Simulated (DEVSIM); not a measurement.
Device: abrupt InP n-p junction, at 400 K.

Layer 1 from the left is InP, thickness (μm) 0.130, Nd (cm⁻³) 2.9e17, τn (s) 2.3e-9, τp (s) 2.3e-9. Layer 2 from the left is InP, thickness (μm) 0.430, Na (cm⁻³) 4.2e15, τn (s) 2.3e-9, τp (s) 2.3e-9.

Left contact: ohmic. Right contact: ohmic. Voltage is applied to the left contact. Recombination: SRH at mid-gap, radiative. Mobility is μmin + (μ − μmin)/(1 + (N/Nref)^α).

Constants are typed, rounded textbook-type inputs, not results; the design itself was drawn at random and stands for no fabricated device. Values at 300 K; Nc and Nv go as T^1.5, mobilities as T to minus their exponent, the gap by Varshni's rule with the affinity fixed.

InP: gap (eV) 1.344, affinity (eV) 4.38, permittivity 12.5, Nc (cm⁻³) 5.7e17, Nv (cm⁻³) 1.1e19, μn (cm²/Vs) 5200, μp (cm²/Vs) 170, μn,min 400, μp,min 10, Nref,n 3e17, Nref,p 4.9e17, αn 0.47, αp 0.62, T exponent of μn 2, T exponent of μp 2, B (cm³/s) 1.2e-10, Varshni α (eV/K) 0.000363, Varshni β (K) 162.

DEVSIM, 1D drift-diffusion, Boltzmann statistics, complete ionisation; no tunnelling, impact ionisation, image-force lowering or self-heating.

Task: What does the simulation give for the dark forward voltage at 1 A/cm², the potential step across the device at zero bias?

Result: dark forward voltage at 1 A/cm² 0.546 V; potential step across the device at zero bias 0.987 V.
